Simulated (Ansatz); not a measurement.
**V3Si in the A15 (Cr3Si type) structure (space group Pm-3n, No. 223)**

```yaml
crystal:
  lattice:
    - [4.64951, 0.00000, 0.00000]
    - [0.00000, 4.64951, 0.00000]
    - [0.00000, 0.00000, 4.64951]
  atoms:
    - { symbol: V, position: [0.25000, 0.00000, 0.50000] }
    - { symbol: V, position: [0.75000, 0.00000, 0.50000] }
    - { symbol: V, position: [0.00000, 0.50000, 0.25000] }
    - { symbol: V, position: [0.00000, 0.50000, 0.75000] }
    - { symbol: V, position: [0.50000, 0.25000, 0.00000] }
    - { symbol: V, position: [0.50000, 0.75000, 0.00000] }
    - { symbol: Si, position: [0.00000, 0.00000, 0.00000] }
    - { symbol: Si, position: [0.50000, 0.50000, 0.50000] }
```

All numbers come from PBEsol/PAW in Ansatz (an electronic-structure program), no spin-orbit coupling. Settings: 10×10×10 k-points, 0.05 eV Fermi–Dirac smearing.

Volume per atom: 12.56 Å³
Density: 5.98 g/cm³
Band gap: zero
Total energy: -2319.854 eV/atom (σ→0; compares only within this code and set-up)

Whether these cells are dynamically stable was not tested. Starting moments died away, wholly or in part, for the base; another magnetic solution may exist. All final runs are without spin polarisation.
